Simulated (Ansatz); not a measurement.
Output of an Ansatz run (abridged):

```
WARN ansatz: RAYON_NUM_THREADS=1 ignored (pool sized by the plan → 1); use --threads N
Pseudopotentials: kind: paw
Pseudopotential: Ta, paw, valence charge 13
Pseudopotential: Os, paw, valence charge 16
Crystal: 4 atoms, lattice volume = 59.466 Å³
Basis set: ecut = 420 eV, 1189 PW (Γ)
Bands: 37, of which v1, the nominal top of the filled ones, is band 31 counted from 1 (30 counted from 0)
Symmetry: 48 space group operations
Space group: Pm-3m (ITA 221), of the structure as read, at distance tolerance 3.9e-5 Å
k-points: 35 of 729
PAW frozen core: Ta, regenerated for the run's functional, and the local potential with it
PAW frozen core: Os, regenerated for the run's functional, and the local potential with it
Initial density: superposition of atomic densities (neutral atoms: chi_scale 0, normalization atom), corrected by the library's trained network
Initial wavefunctions: pseudopotential atomic-orbital guess
Eigensolver: davidson
Functional: x = slater, c = lda
SCF iter   1: F=—  HF=-43038.545025 eV  |F-HF|=—  |Δ(HF+E_count)|=         —  Δρ=8.43e-3  dr2=3.09e-2  ethr=1.77e-3  ⟨swp⟩=5.1  Hψ=4366  notcnv=0
all-band conjugate gradients solve this SCF's bands
preconditioner: auto → Kerker (q_TF=auto, 2.740 Å⁻¹)
SCF iter   2: F=—  HF=-43038.541545 eV  |F-HF|=—  |Δ(HF+E_count)|=   3.48e-3  Δρ=4.68e-3  dr2=1.17e-2  ethr=5.06e-5  ⟨swp⟩=1.9  Hψ=1743  notcnv=0
SCF iter   3: F=—  HF=-43038.538735 eV  |F-HF|=—  |Δ(HF+E_count)|=   2.81e-3  Δρ=5.57e-4  dr2=2.15e-4  ethr=1.91e-5  ⟨swp⟩=2.0  Hψ=1712  notcnv=0  defer=1
SCF iter   4: F=—  HF=-43038.538678 eV  |F-HF|=—  |Δ(HF+E_count)|=   5.61e-5  Δρ=1.07e-4  dr2=4.23e-6  ethr=3.52e-7  ⟨swp⟩=2.0  Hψ=1725  notcnv=0  defer=1
SCF iter   5: F=—  HF=-43038.538671 eV  |F-HF|=—  |Δ(HF+E_count)|=   7.84e-6  Δρ=2.61e-5  dr2=4.26e-7  ethr=6.93e-9  ⟨swp⟩=2.5  Hψ=1757  notcnv=0  defer=1
SCF iter   6: F=-43038.538670 eV  HF=-43038.538670 eV  |F-HF|=3.85e-9  |Δ(HF+E_count)|=   1.23e-7  Δρ=3.79e-6  dr2=7.71e-9  ethr=1.64e-10  ⟨swp⟩=7.6  Hψ=4763  notcnv=0
SCF 1 converged in 6 iterations: F = -43038.538670 eV  dr2 = 7.71e-9
SCF converged after 6 iterations
Free energy (F): -43038.538670 eV
Harris-Foulkes:  -43038.538670 eV  (|F-HF|=3.85e-9)
Internal energy: -43038.514713 eV  (E = F + TS)
E sigma→0 (E₀):  -43038.526692 eV
Entropy (-TS):   -0.023958 eV (-5.989 meV/atom)
Fermi energy:    23.352999 eV
--- Per-component energies (eV) ---
  E_band       = -338.553048
  E_kinetic    = 2055.447618
  E_local      = -3054.214706  (includes V_loc(G=0)·N_el)
  E_nonlocal   = 35.871605
  E_hartree    = 1223.489500
  E_xc         = -1013.214618
  E_vxc        = -1057.206881  (∫ρ·V_xc dr)
  E_paw        = -34391.894882  (= ΣΔE_a)
  E_vpaw       = -765.430507  (= ΣTr[D̂ρ^β])
  E_aug_tail   = -0.000157  (compensation charges beyond the density's cutoff)
  E_ewald      = -7895.346178
  E_core_change = 1.347105  (= ΣΔE_core)
  E_smearing   = -0.023958  (= −TS)
  E_closure    = 0.000000  (closes the sum)
  Σ components = -43038.538670   (vs F -43038.538670, Δ=0.00e0)
--- Forces (eV/Å), atoms counted from 1 ---
  atom   1  Ta    -0.00000000    -0.00000000    -0.00000000
   [... zero for the other atoms too ...]
  max |Σ_I F_I| component: 6.73e-29 eV/Å
--- Stress (GPa, compression-positive) ---
       -9.004800       0.000000      -0.000000
        0.000000      -9.004800       0.000000
        0.000000       0.000000      -9.004800
  P = ⅓ Tr σ = -9.0048 GPa (-90.048 kbar)
  The stress holds the Pulay correction. Without it, at fixed plane waves, as pw.x and ABINIT print it: P = -9.0499 GPa
--- Band table (eV; the first three rows and the last of 35) ---
  k-point 0: bands = ["-62.5311", "-62.4541", "-62.4541", "-44.1091", "-22.2145", "-22.2145", "-22.2145", "-21.7948", "-21.7948", "-21.7948", "-21.6144", "-21.6144", "-21.6144", "-10.6478", "-10.6478", "-10.6478", "13.5552", "16.7722", "16.8363", [...]
  k-point 1: bands = ["-62.5291", "-62.4561", "-62.4540", "-44.1092", "-22.2041", "-22.2041", "-22.1973", "-21.7981", "-21.7981", "-21.7961", "-21.6333", "-21.6217", "-21.6217", "-10.6569", "-10.6502", "-10.6502", "13.7468", "16.8820", "16.9594", [...]
  k-point 2: bands = ["-62.5232", "-62.4619", "-62.4540", "-44.1092", "-22.1756", "-22.1756", "-22.1475", "-21.8093", "-21.8093", "-21.7993", "-21.6874", "-21.6396", "-21.6396", "-10.6798", "-10.6563", "-10.6563", "14.3015", "17.1020", "17.3578", [...]
  k-point 34: bands = ["-62.4810", "-62.4787", "-62.4787", "-44.1080", "-22.4278", "-22.1189", "-22.1183", "-22.1183", "-21.6850", "-21.6850", "-21.5969", "-21.5969", "-21.5951", "-10.6686", "-10.6642", "-10.6642", "16.6497", "16.7527", "16.7527", [...]
```

The structure:

```
CELL_PARAMETERS angstrom
      3.90322     0.00000     0.00000
      0.00000     3.90322     0.00000
      0.00000     0.00000     3.90322
ATOMIC_POSITIONS crystal
  Ta 0.00000 0.00000 0.00000
  Os 0.00000 0.50000 0.50000
  Os 0.50000 0.00000 0.50000
  Os 0.50000 0.50000 0.00000
```

**Question.** What input produced this log?

**Answer.** Other spellings and defaults could give the same log, and not every line can be read from it. The input that was run (DFT, LDA (PW92), plane waves, default PAW files made with PBE):

Ansatz 0.2 input:
```yaml
crystal:
  lattice:
    - [3.903225, 0.000000, 0.000000]
    - [0.000000, 3.903225, 0.000000]
    - [0.000000, 0.000000, 3.903225]
  atoms:
    - { symbol: Ta, position_ang: [0.000000, 0.000000, 0.000000] }
    - { symbol: Os, position_ang: [0.000000, 1.951612, 1.951612] }
    - { symbol: Os, position_ang: [1.951612, 0.000000, 1.951612] }
    - { symbol: Os, position_ang: [1.951612, 1.951612, 0.000000] }
basis:
  ecutwfc: 420.0 eV
kpoints:
  mp_grid:
    grid: [9, 9, 9]
hamiltonian:
  xc: lda
  pseudopotentials:
    kind: paw
scf:
  occupations:
    method: gaussian
    width: 0.1 eV
output:
  forces: true
  eigenvalues: true
  stress: true
```

The starting cell comes from a database of computed structures (which also holds hypothetical and non-ambient phases and stackings), without a prior relaxation at this level. Its lattice was rescaled by up to half a per cent. Spin-orbit coupling is off. Spin polarisation is off. With a pressure of about -9 GPa the cell is away from its equilibrium volume at this level. Ansatz's pressure includes its estimate of the finite-basis (Pulay) stress.

Ansatz is a program for electronic structure.
